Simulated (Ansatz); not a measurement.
Base system: BaTiO3 (space group P4mm, No. 99; a = 3.985 Å, c = 4.201 Å).

Calculations: PBE (Ansatz, a program for electronic structure, PAW, no spin-orbit coupling).

Base values:

| Property | Result |
|---|---|
| Lattice parameter a | 3.985 Å |
| c/a ratio | 1.054 |

One thing is altered: cell and atoms relaxed at a pressure of 10 GPa.

Problem. How does this affect the lattice parameter a, mean gap deformation potential ΔEg/Δln V and c/a ratio?

Solution. The lattice parameter a shrinks by 0.0439 Å to 3.942 Å; the mean gap deformation potential ΔEg/Δln V comes out as -0.9 eV; the c/a ratio decreases by 0.046, from 1.054 to 1.008.

Load acts through the strain it causes; cell and atoms are relaxed under it. Stability against distortions was not tested. Competing high-pressure phases were not computed. All final runs are without spin polarisation.
